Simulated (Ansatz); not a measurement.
Output of an Ansatz run (abridged):

```
WARN ansatz: RAYON_NUM_THREADS=1 ignored (pool sized by the plan → 1); use --threads N
Pseudopotentials: kind: paw
Pseudopotential: Be, paw, valence charge 2
Pseudopotential: Se, paw, valence charge 16
Crystal: 2 atoms, lattice volume = 33.442 Å³
Basis set: ecut = 420 eV, 645 PW (Γ), exchange–correlation on 50×50×50 points (8 copies of the dense FFT grid, shifted against one another)
Bands: 13, of which v1, the nominal top of the filled ones, is band 9 counted from 1 (8 counted from 0)
Symmetry: 24 space group operations
Space group: F-43m (ITA 216), of the structure as read, at distance tolerance 3.2e-5 Å
k-points: 29 of 512 (time reversal used)
Initial density: superposition of atomic densities (neutral atoms: chi_scale 0, normalization atom), corrected by the library's trained network
Initial wavefunctions: pseudopotential atomic-orbital guess
Eigensolver: davidson
Functional: x = pbe(κ = 0.804, μ = 0.2195149727645171), c = pbe(β = 0.06672455060314922)
SCF iter   1: F=—  HF=-5563.425843 eV  |F-HF|=—  |Δ(HF+E_count)|=         —  Δρ=4.57e-4  dr2=3.26e-5  ethr=1.77e-3  ⟨swp⟩=6.5  Hψ=2329  notcnv=0
all-band conjugate gradients solve this SCF's bands
preconditioner: auto → none
SCF iter   2: F=—  HF=-5563.425835 eV  |F-HF|=—  |Δ(HF+E_count)|=   8.19e-6  Δρ=3.66e-4  dr2=5.08e-5  ethr=1.81e-7  ⟨swp⟩=2.0  Hψ=880  notcnv=0
SCF iter   3: F=—  HF=-5563.425834 eV  |F-HF|=—  |Δ(HF+E_count)|=   1.10e-6  Δρ=1.24e-4  dr2=1.52e-6  ethr=1.81e-7  ⟨swp⟩=2.0  Hψ=637  notcnv=0
SCF iter   4: F=—  HF=-5563.425845 eV  |F-HF|=—  |Δ(HF+E_count)|=   1.07e-5  Δρ=6.07e-5  dr2=1.31e-6  ethr=8.47e-9  ⟨swp⟩=3.0  Hψ=638  notcnv=0
iter 5 did not close the SCF: its close was put off for the readings that it lacked (scf_convergence_deferred on its scf_iter line)
SCF iter   5: F=-5563.425845 eV  HF=-5563.425845 eV  |F-HF|=6.65e-8  |Δ(HF+E_count)|=   1.64e-7  Δρ=1.44e-5  dr2=7.85e-8  ethr=7.28e-9  ⟨swp⟩=2.8  Hψ=610  notcnv=0
SCF iter   6: F=-5563.425845 eV  HF=-5563.425845 eV  |F-HF|=5.40e-9  |Δ(HF+E_count)|=   1.77e-9  Δρ=3.56e-6  dr2=5.86e-9  ethr=4.36e-10  ⟨swp⟩=2.1  Hψ=1338  notcnv=0
SCF 1 converged in 6 iterations: F = -5563.425845 eV  dr2 = 5.86e-9
SCF converged after 6 iterations
Free energy (F): -5563.425845 eV
Harris-Foulkes:  -5563.425845 eV  (|F-HF|=5.40e-9)
Internal energy: -5563.425845 eV  (E = F + TS)
E sigma→0 (E₀):  -5563.425845 eV
Fermi energy:    8.502376 eV
--- Per-component energies (eV) ---
  E_band       = -380.039573
  E_kinetic    = 139.858418
  E_local      = -2505.451620  (includes V_loc(G=0)·N_el)
  E_nonlocal   = -591.908545
  E_hartree    = 1239.209036
  E_xc         = -124.386549
  E_vxc        = -119.586172  (∫ρ·V_xc dr)
  E_paw        = -1970.325920  (= ΣΔE_a)
  E_vpaw       = 218.634375  (= ΣTr[D̂ρ^β])
  E_aug_tail   = -0.000569  (compensation charges beyond the density's cutoff)
  E_ewald      = -1750.420095
  E_smearing   = -0.000000  (= −TS)
  E_closure    = 0.000000  (closes the sum)
  Σ components = -5563.425845   (vs F -5563.425845, Δ=0.00e0)
--- Forces (eV/Å), atoms counted from 1 ---
  atom   1  Be     0.00000000    -0.00000000     0.00000000
  atom   2  Se    -0.00000000    -0.00000000    -0.00000000
  max |Σ_I F_I| component: 3.20e-16 eV/Å
--- Stress (GPa, compression-positive) ---
        2.991184       0.000000      -0.000000
       -0.000000       2.991184       0.000000
       -0.000000       0.000000       2.991184
  P = ⅓ Tr σ = 2.9912 GPa (29.912 kbar)
  The stress holds the Pulay correction. Without it, at fixed plane waves, as pw.x and ABINIT print it: P = 2.9772 GPa
--- Band table (eV; the first three rows and the last of 29) ---
  k-point 0: bands = ["-39.5041", "-39.5041", "-39.5041", "-39.4976", "-39.4976", "-6.7094", "7.2048", "7.2048", "7.2048", "11.7012", "12.2247", "12.2247", "12.2247"]
  k-point 1: bands = ["-39.5040", "-39.5040", "-39.5040", "-39.4976", "-39.4976", "-6.5521", "5.8727", "6.9881", "6.9881", "11.8446", "12.5820", "12.5820", "13.4424"]
  k-point 2: bands = ["-39.5038", "-39.5037", "-39.5037", "-39.4975", "-39.4975", "-6.1231", "3.7454", "6.5637", "6.5637", "11.7505", "13.1370", "13.1370", "15.6671"]
  k-point 28: bands = ["-39.5034", "-39.5033", "-39.5023", "-39.4978", "-39.4972", "-4.8112", "2.7291", "3.3109", "3.8317", "13.3754", "14.4021", "14.5959", "15.3355"]
```

The structure:

```
CELL_PARAMETERS angstrom
      0.00000     2.55715     2.55715
      2.55715     0.00000     2.55715
      2.55715     2.55715     0.00000
ATOMIC_POSITIONS crystal
  Be 0.00000 0.00000 0.00000
  Se 0.25000 0.25000 0.25000
```

**Question.** Write an input that gives this output.

**Answer.** Other spellings and defaults could give the same log, and not every line can be read from it. The input that was run (DFT, PBE, plane waves, default PAW files):

Ansatz 0.2 input:
```yaml
# BeSe
crystal:
  lattice:
    - [0.000000, 2.557150, 2.557150]
    - [2.557150, 0.000000, 2.557150]
    - [2.557150, 2.557150, 0.000000]
  atoms:
    - { symbol: Be, position_ang: [0.000000, 0.000000, 0.000000] }
    - { symbol: Se, position_ang: [1.278575, 1.278575, 1.278575] }
basis:
  ecutwfc: 420.0 eV
kpoints:
  mp_grid: { grid: [8, 8, 8] }
hamiltonian:
  xc: pbe
  pseudopotentials: { kind: paw }
scf:
  occupations: { method: fermi_dirac, width: 0.02 eV }
output:
  forces: true
  eigenvalues: true
  stress: true
```

The starting cell has typed, rounded lattice constants, without a prior relaxation at this level. Its lattice was rescaled by up to half a per cent. Ansatz's pressure includes its estimate of the finite-basis (Pulay) stress.

Ansatz is a first-principles code.
